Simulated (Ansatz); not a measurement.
Start from HgI₂ in the 2H-MoS2 type structure (space group P6_3/mmc, No. 194; a = 4.155 Å, c = 14.393 Å; a hypothetical phase, not in the database extracts checked).

Calculations: r2SCAN+rVV10 (Ansatz, a quantum-chemistry and plane-wave program, PAW, spin-orbit coupling left out).

Before the change:

The pressure is 0.00 GPa. The band gap is 0.66 eV and the width of the top valence band comes out as 0.53 eV.

The change: every lattice vector is stretched by 1.40 %; the atoms relax in the strained cell.

Q: How does this affect the pressure?

A: The pressure (mean of the normal stresses, compression positive) goes from zero to -0.85 GPa.

Q: Predict the new band gap.

A: The band gap goes up by 0.094 eV, from 0.66 eV to 0.76 eV.

Q: What happens to the energy relative to the base?

A: The energy increases by 4.2 meV/atom.

Q: How does this affect the width of the top valence band?

A: The width of the top valence band shrinks by 0.09 eV, from 0.53 eV to 0.44 eV.

With Hg and I present, leaving out spin-orbit coupling can change the band edges. Whether these cells are dynamically stable was not tested.
